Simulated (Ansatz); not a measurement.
**InSb: response to strain**

The parent structure is InSb in the zinc blende structure (space group F-43m, No. 216).

```xyz
2
Lattice="0.0000 3.2594 3.2594 3.2594 0.0000 3.2594 3.2594 3.2594 0.0000" Properties=species:S:1:pos:R:3 pbc="T T T"
In     0.0000     0.0000     0.0000
Sb     1.6297     1.6297     1.6297
```

Strains are applied to the cell and any free atomic positions relax.

Method: PBEsol (Ansatz, a first-principles code, PAW, spin-orbit coupling left out).

Notes on the quantities. energy relative to the base: free energy F.

```json
[
 {"change": "base", "energy relative to the base": "0 meV/atom", "volume per atom": "34.63 Å³"},
 {"change": "isotropic strain −3.00 %", "energy relative to the base": "[?]", "volume per atom": "31.60 Å³"},
 {"change": "isotropic strain −2.00 %", "energy relative to the base": "+18 meV/atom", "volume per atom": "32.59 Å³"},
 {"change": "isotropic strain −1.50 %", "energy relative to the base": "+9.9 meV/atom", "volume per atom": "33.09 Å³"},
 {"change": "isotropic strain −1.00 %", "energy relative to the base": "[?]", "volume per atom": "33.60 Å³"},
 {"change": "isotropic strain −0.50 %", "energy relative to the base": "[?]", "volume per atom": "34.11 Å³"},
 {"change": "isotropic strain +1.50 %", "energy relative to the base": "+8.8 meV/atom", "volume per atom": "36.21 Å³"},
 {"change": "isotropic strain +2.00 %", "energy relative to the base": "+15 meV/atom", "volume per atom": "36.75 Å³"},
 {"change": "isotropic strain +2.50 %", "energy relative to the base": "+24 meV/atom", "volume per atom": "37.29 Å³"},
 {"change": "isotropic strain +3.00 %", "energy relative to the base": "+33 meV/atom", "volume per atom": "37.84 Å³"}
]
```

Q: Complete the table.

A: 
- isotropic strain −3.00 %, energy relative to the base: +42 meV/atom
- isotropic strain −1.00 %, energy relative to the base: +4.3 meV/atom
- isotropic strain −0.50 %, energy relative to the base: +1.1 meV/atom

Stability against distortions was not tested. All final runs are without spin polarisation.
